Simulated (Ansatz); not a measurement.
Start from Ta2C (space group P4/nmm, No. 129; a = 3.4952 Å, c = 6.4674 Å; a hypothetical phase, not in the database extracts checked). Axes: x, y, z lie along a, b, c of the conventional cell.

Computed with Kohn–Sham DFT with the PBE-D3(BJ) functional, run in Ansatz (a quantum-chemistry and plane-wave program) with PAW and 420 eV plane waves, no SOC.

Base values:

* **Pressure**: 0.0 GPa
* **Shortest interatomic distance**: 4.368 bohr
* **Band gap**: zero

Now apply this change: uniaxial strain ε_xx = +1.54 %, all other strain components held at zero, atoms relaxed at fixed cell.

Question: Estimate the effect on the pressure.

Answer: The pressure (mean of the normal stresses, compression positive) goes from zero to -3.7 GPa.

Question: How does this affect the energy relative to the base?

Answer: The energy grows by 2.7 meV/atom.

Question: What happens to the shortest interatomic distance?

Answer: The shortest interatomic distance rises by 0.006 bohr to 4.374 bohr.

Question: Predict the new band gap.

Answer: The band gap stays zero.

Without a gap, meshes like the base's 13×13×7 leave anisotropic stresses uncertain by several tenths of a GPa, and small strain energies with them. No phonon test of stability was made. All final runs are without spin polarisation. The program warned that a D3 coordination switch lies within reach, so dispersion energies are less smooth here.
